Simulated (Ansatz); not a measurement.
# Band gap of GaN (model structure, P6₂22, No. 180, 6 atoms in the cell) at several levels of theory

No measured value is used here.

| level (code) | value (eV) | cell (Å³/atom) |
|---|---|---|
| LDA (Ansatz) | (withheld) | 10.08 |
| PBEsol+SOC (Ansatz) | 1.47 (indirect) | 10.37 |
| r²SCAN+SOC (Ansatz) | 1.90 (indirect) | 10.37 |
| r²SCAN+rVV10 (Ansatz) | (withheld) | 10.32 |
| dielectric-dependent PBEsol hybrid (Ansatz) | 2.40 (indirect) | 10.37 |
| HSE06+SOC (Ansatz) | 2.67 (indirect) | 10.37 |
| PBE0 (Ansatz) | 3.34 (indirect) | 10.37 |
| r²SCAN0 (Ansatz) | 3.65 (indirect) | 10.37 |

Question: What belongs in the gaps?

Answer: 
- LDA (Ansatz, an electronic-structure program), value (eV): 1.78 (indirect)
- r²SCAN+rVV10 (Ansatz), value (eV): 1.92 (indirect)

Computed values are for a static lattice. Levels without +SOC have no spin–orbit coupling; where heavier elements are present it shifts gaps, mostly down, and can invert bands.  Dielectric-dependent PBEsol hybrid, HSE06+SOC, PBE0, r²SCAN0: the gap is read on the k mesh or supercell of the run alone and can be too large. Values are at the PBEsol cell; LDA at the level's own equilibrium cell; r²SCAN+rVV10 at the level's own relaxed cell. Cutoffs and k meshes differ between the levels. Ansatz's density-functional and Hartree–Fock values are scalar-relativistic unless marked +SOC, with PAW data made under PBE.

A model structure was made by putting elements into a prototype or built by hand; it is no filed structure, need not be a known phase, and can be a saddle point held by its symmetry.
